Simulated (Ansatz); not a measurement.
Density of states of CsCl (Pm-3m) above the conduction band minimum, PBEsol, rigid bands in Ansatz (a first-principles code); cell volume 67.4 Å³.

```
energy from edge (eV)  10⁻³ states/eV/cell
---------------------  -------------------
0.006                                 41.8
0.031                                  104
0.056                                  141
0.081                                  171
0.106                                  195
0.131                                  220
0.156                                  247
0.181                                  261
0.206                                  287
0.231                                  300
0.256                                  322
0.281                                  339
0.319                                  370
0.344                                  391
0.369                                  403
0.394                                  420
0.419                                  443
0.444                                  457
0.469                                  477
0.494                                  490
0.519                                  516
0.544                                  532
0.569                                  549
0.594                                  571
```

**Question.** What effective density of states at 300 K does this give (∫ g(E) exp(−E/k_BT) dE, both spins, divided by the cell's size)?

**Answer.** 3.2e19 cm⁻³, a density-of-states mass of 1.18 mₑ, valleys and band degeneracy included.

Spin-orbit coupling is left out. Geometry: cell and atoms relaxed with PBEsol.
